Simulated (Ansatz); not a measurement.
Ansatz (an electronic-structure program) run on LuBi (Fm-3m, 2 atoms in the cell): zone-centre phonon calculation.

Method of the run: LDA (PW92), default PAW files made with PBE (plane waves; Ansatz).

```xyz
2
Lattice="0.0000 3.1175 3.1175 3.1175 0.0000 3.1175 3.1175 3.1175 0.0000" Properties=species:S:1:pos:R:3 pbc="T T T"
Lu     3.1175     3.1175     3.1175
Bi     0.0000     0.0000     0.0000
```

Reference input (self-consistent single point, DFT, LDA (PW92), plane waves, default PAW files made with PBE): basis.ecutwfc = 420 eV; kpoints.mp_grid.grid = 9 9 9; hamiltonian.xc = lda; hamiltonian.pseudopotentials = {kind: paw} (the program's default PAW files); scf.occupations.method = fermi_dirac; scf.occupations.width = 0.1 eV. This run's input differs from it in these lines:

Ansatz 0.2 input:
```diff
@@ -10,3 +10,3 @@
 basis:
-  ecutwfc: 420.0
+  ecutwfc: 295.0
 kpoints:
@@ -18,6 +18,4 @@
   occupations: { method: fermi_dirac, width: 0.1 }
-output:
-  forces: true
-  eigenvalues: true
-  stress: true
+phonons:
+  method: dfpt
```

Log, with long lists cut:

```
SCF iter   1: F=—  HF=-26580.185567 eV  |F-HF|=—  |Δ(HF+E_count)|=         —  Δρ=5.38e-3  dr2=9.13e-3  ethr=1.77e-3  ⟨swp⟩=4.0  Hψ=6422  notcnv=0
all-band conjugate gradients solve this SCF's bands
preconditioner: auto → Kerker (q_TF=auto, 2.546 Å⁻¹)
SCF iter   2: F=—  HF=-26580.183580 eV  |F-HF|=—  |Δ(HF+E_count)|=   1.99e-3  Δρ=3.27e-3  dr2=4.42e-3  ethr=2.28e-5  ⟨swp⟩=2.0  Hψ=3900  notcnv=0
   [... lines left out ...]
SCF iter   8: F=—  HF=-26580.182045 eV  |F-HF|=—  |Δ(HF+E_count)|=   2.04e-7  Δρ=4.38e-6  dr2=1.99e-8  ethr=4.42e-10  ⟨swp⟩=2.0  Hψ=3323  notcnv=0
SCF iter   9: F=—  HF=-26580.182045 eV  |F-HF|=—  |Δ(HF+E_count)|=   1.22e-8  Δρ=9.82e-7  dr2=7.93e-10  ethr=4.98e-11  ⟨swp⟩=2.1  Hψ=3303  notcnv=0
SCF iter  10: F=—  HF=-26580.182045 eV  |F-HF|=—  |Δ(HF+E_count)|=  8.00e-11  Δρ=2.55e-7  dr2=3.89e-11  ethr=1.98e-12  ⟨swp⟩=2.0  Hψ=3305  notcnv=0
SCF iter  11: F=-26580.182045 eV  HF=-26580.182045 eV  |F-HF|=3.64e-12  |Δ(HF+E_count)|=  7.28e-12  Δρ=3.30e-8  dr2=4.31e-13  ethr=1.00e-12  ⟨swp⟩=6.0  Hψ=8669  notcnv=0
SCF 1 converged in 11 iterations: F = -26580.182045 eV  dr2 = 4.31e-13
DFPT response loops at Γ: preconditioner auto → Kerker (q_TF=auto, 2.546 Å⁻¹) (partly filled bands, converged f_vac=0.000) …
Free energy (F): -26580.182045 eV
Internal energy: -26580.169975 eV  (E = F + TS)
E sigma→0 (E₀):  -26580.176010 eV
Entropy (-TS):   -0.012070 eV (-6.035 meV/atom)
Fermi energy:    12.218825 eV
--- Phonons (Γ-DFPT): 2 representative perturbations + reference, on 75 of 729 k-points (Σ response iterations 6) ---
  k mesh reduced under 8 symmetry operations, with k and −k counted as one. Each operation leaves every solved perturbation unchanged …
  ASR residual: 1.292e-4 → 0.000e0 eV/Å²; symmetrization residual: 2.081e-5 eV/Å²
  ASR residual per site (eV/Å²): 1.29e-4 4.76e-5
  Γ frequencies (cm⁻¹): 0.00 0.00 0.00 105.84 105.84 105.84
  non-analytic LO–TO correction: not included (Born effective charges unavailable; polar crystals: no LO–TO splitting at Γ)
```

The run converged in 11 iterations. 

Summary of the result:
| Property | Result |
|---|---|
| Free energy E − TS (on the zero of these files) | -26580.1820 eV |
| Fermi level (on the code's own zero) | 12.22 eV |
| Zone-centre frequencies (cm⁻¹; negative means imaginary) | 0, 0, 0, 106, 106, 106 |

The starting cell comes from a database of computed structures (which also holds hypothetical and non-ambient phases and stackings), without a prior relaxation at this level. Its lattice was rescaled by up to half a per cent. The cutoff lies below the one recommended for these files.
